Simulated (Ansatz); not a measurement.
Base system: K2S in the anti-fluorite structure (space group Fm-3m, No. 225).

```cif
data_K2S
_chemical_formula_sum 'K2 S1'
_space_group_name_H-M_alt 'P 1'
_space_group_IT_number 1
_cell_length_a 5.18732
_cell_length_b 5.18732
_cell_length_c 5.18732
_cell_angle_alpha 60.000
_cell_angle_beta 60.000
_cell_angle_gamma 60.000
loop_
_space_group_symop_operation_xyz
  'x, y, z'
loop_
_atom_site_label
_atom_site_type_symbol
_atom_site_fract_x
_atom_site_fract_y
_atom_site_fract_z
_atom_site_occupancy
K1 K 0.25000 0.25000 0.25000 1
K2 K 0.75000 0.75000 0.75000 1
S1 S 0.00000 0.00000 0.00000 1
```

Method: PBEsol, PAW, 420 eV (Ansatz, a program for electronic structure; no spin-orbit coupling).

Strains are applied to the cell and any free atomic positions relax.

One change was made to it. Results:

| quantity | base | after |
|---|---|---|
| gap character | indirect, X → Γ | indirect, X → Γ |
| smallest direct gap | 2.58 eV | 2.68 eV |
| width of the top valence band | 0.23 eV | 0.26 eV |
| band gap | 2.35 eV | 2.42 eV |

Which of these changes matches the shifts?
A. isotropic strain +1.50 %
B. isotropic strain −2.50 %
C. isotropic strain −1.00 %

C, isotropic strain −1.00 %. For comparison, the band gap in the other runs: isotropic strain +1.50 % gives 2.24 eV; isotropic strain −2.50 % gives 2.53 eV.

No phonon test of stability was made.
